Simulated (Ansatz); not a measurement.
The starting structures come from a database of crystals and need not be the phases stable at ambient conditions.

 Where the default PAW files enter, the runs use the earlier of Ansatz's two default sets.

Crystal: Li2S (Fm-3m, anti-fluorite, not sure to be the ambient phase, 3 atoms a cell, 15.2 Å³ an atom); planes in its conventional cell.

The numbers are results of r2SCAN (plane waves, PAW; Ansatz, a quantum-chemistry and plane-wave program), not measurements.

No gap correction and no spin-orbit coupling; mid-gap values are interpolated between computed energies.

```tsv
plane	area of the cell (Å²)	mid-gap κ (1/Å)	largest κ in the gap (1/Å)
(111)	13.9	0.30	0.31
(110)	22.7	0.31	0.31
(001)	16.1	…	…
```

### Question
The slowest decay depends on the direction. Supply the withheld values.

### Answer

- (001), mid-gap κ (1/Å): 0.35
- (001), largest κ in the gap (1/Å): 0.36
